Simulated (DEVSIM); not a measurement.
System: illuminated Si n-on-p cell, one wavelength, at 300 K.

```tsv
layer (left to right)	material	thickness (μm)	Nd (cm⁻³)	Na (cm⁻³)	τn (s)	τp (s)	absorption coefficient (cm⁻¹)
1	Si	0.200	1.8e18	-	2.4e-7	4.5e-8	2400
2	Si	30.0	-	2.9e17	1.6e-6	1.6e-6	2400
```

Left contact: ohmic, minority hole recombination velocity 20 cm/s. Right contact: ohmic, minority electron recombination velocity 2e5 cm/s. Voltage is applied to the left contact. Recombination: SRH at mid-gap, radiative, Auger. Light enters at the left, 2.8e16 photons cm⁻² s⁻¹, one pass, no reflection. Mobility is μmin + (μ − μmin)/(1 + (N/Nref)^α).

Constants are typed, rounded textbook-type inputs, not results; the design itself was drawn at random and stands for no fabricated device. Values at 300 K; Nc and Nv go as T^1.5, mobilities as T to minus their exponent, the gap by Varshni's rule with the affinity fixed.

```csv
parameter,Si
gap (eV),1.124
affinity (eV),4.05
permittivity,11.7
Nc (cm⁻³),2.86e19
Nv (cm⁻³),3.1e19
μn (cm²/Vs),1417
μp (cm²/Vs),470
"μn,min",52
"μp,min",45
"Nref,n",9.7e16
"Nref,p",2.2e17
αn,0.68
αp,0.72
T exponent of μn,2.3
T exponent of μp,2.2
B (cm³/s),4.7e-15
Cn (cm⁶/s),2.8e-31
Cp (cm⁶/s),9.9e-32
Varshni α (eV/K),0.000473
Varshni β (K),636
```

DEVSIM, 1D drift-diffusion, Boltzmann statistics, complete ionisation; no tunnelling, impact ionisation, image-force lowering or self-heating.

Base results: short-circuit current (mA/cm²) 3.86; largest power (mW/cm²) 1.91; dark forward voltage at 100 A/cm² (V) 0.872; open-circuit voltage (V) 0.600.

What follows from this one change: thickness of layer 2 30 → 10 μm?

short-circuit current 3.86 → 2.95 mA/cm²; largest power 1.91 → 1.38 mW/cm²; dark forward voltage at 100 A/cm² 0.872 → 0.842 V; open-circuit voltage 0.600 → 0.569 V.

What follows from this one change: constant mobility in place of the doping-dependent one?

short-circuit current 3.86 → 3.91 mA/cm²; largest power 1.91 → 1.85 mW/cm²; dark forward voltage at 100 A/cm² 0.872 → 0.843 V; open-circuit voltage 0.600 → 0.577 V.
